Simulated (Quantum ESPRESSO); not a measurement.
Input and output of a self-consistent single point for HgPt3 (Pm-3m, 4 atoms in the cell) (Quantum ESPRESSO).

Method: LDA (PZ), GBRV 1.5 ultrasoft (LDA) pseudopotentials (plane waves; Quantum ESPRESSO).

The change in words: lattice scaled by 0.98. Reference geometry:
```
HgPt3
1.0
    3.98297     0.00000     0.00000
    0.00000     3.98297     0.00000
    0.00000     0.00000     3.98297
Hg Pt
1 3
Direct
  0.00000   0.00000   0.00000
  0.00000   0.50000   0.50000
  0.50000   0.00000   0.50000
  0.50000   0.50000   0.00000
```

Reference input (self-consistent single point, DFT, LDA (PZ), plane waves, GBRV 1.5 ultrasoft (LDA) pseudopotentials): ecutwfc = 40 Ry; ecutrho = 320 Ry; occupations = smearing; smearing = fd; degauss = 0.0099958 Ry; potentials = {Hg: hg_lda_v1.uspp.F.UPF, Pt: pt_lda_v1.4.uspp.F.UPF}; K_POINTS = automatic 7 7 7 0 0 0; conv_thr = 1e-11 Ry. This run's input differs from it in these lines:

```diff
@@ -25,5 +25,5 @@
 CELL_PARAMETERS {angstrom}
-   3.98297300     0.00000000     0.00000000
-   0.00000000     3.98297300     0.00000000
-   0.00000000     0.00000000     3.98297300
+   3.90331400     0.00000000     0.00000000
+   0.00000000     3.90331400     0.00000000
+   0.00000000     0.00000000     3.90331400
 ATOMIC_POSITIONS {crystal}
```

The program printed (abridged):

```
     Self-consistent Calculation

     iteration #  1     ecut=    40.00 Ry     beta= 0.70

     negative rho (up, down):  4.936E-01 0.000E+00

     total energy              =    -739.16168063 Ry
     estimated scf accuracy    <       1.93198538 Ry

     iteration #  2     ecut=    40.00 Ry     beta= 0.70

     negative rho (up, down):  5.083E-01 0.000E+00

     total energy              =    -739.54560759 Ry
     estimated scf accuracy    <       1.37291152 Ry

     iteration #  3     ecut=    40.00 Ry     beta= 0.70

     negative rho (up, down):  5.072E-01 0.000E+00

     total energy              =    -739.87231056 Ry
     estimated scf accuracy    <       0.23709409 Ry

   [... 6 blocks of this kind left out ...]

     iteration # 10     ecut=    40.00 Ry     beta= 0.70

     negative rho (up, down):  5.063E-01 0.000E+00

     total energy              =    -739.91510524 Ry
     estimated scf accuracy    <          7.1E-11 Ry

     iteration # 11     ecut=    40.00 Ry     beta= 0.70

     negative rho (up, down):  5.063E-01 0.000E+00
     End of self-consistent calculation

     the Fermi energy is    21.9803 ev

!    total energy              =    -739.91510524 Ry
     estimated scf accuracy    <          1.9E-12 Ry
     smearing contrib. (-TS)   =      -0.01569999 Ry
     internal energy E=F+TS    =    -739.89940525 Ry

     convergence has been achieved in  11 iterations

     negative rho (up, down):  5.063E-01 0.000E+00

     Forces acting on atoms (cartesian axes, Ry/au):

     atom    1 type  1   force =     0.00000000    0.00000000    0.00000000
   [... zero for the other atoms too ...]

     Total force =     0.000000     Total SCF correction =     0.000000

     negative rho (up, down):  5.063E-01 0.000E+00
          total   stress  (Ry/bohr**3)                   (kbar)     P=      152.34
   0.00103558   0.00000000   0.00000000          152.34        0.00        0.00
   0.00000000   0.00103558   0.00000000            0.00      152.34        0.00
   0.00000000   0.00000000   0.00103558            0.00        0.00      152.34

   JOB DONE.
```

The run converged in 11 iterations. Against the reference run the free energy rises by 40.2 meV/atom and the pressure goes from -1.88 to 15.23 GPa.

The starting cell comes from a database of computed structures (which also holds hypothetical and non-ambient phases and stackings), without a prior relaxation at this level. Its lattice was rescaled by a random factor within 2.5 % of one. For this run, on top of that: lattice scaled by 0.98. Spin polarisation is off. With a pressure of about 15 GPa the cell is away from its equilibrium volume at this level.
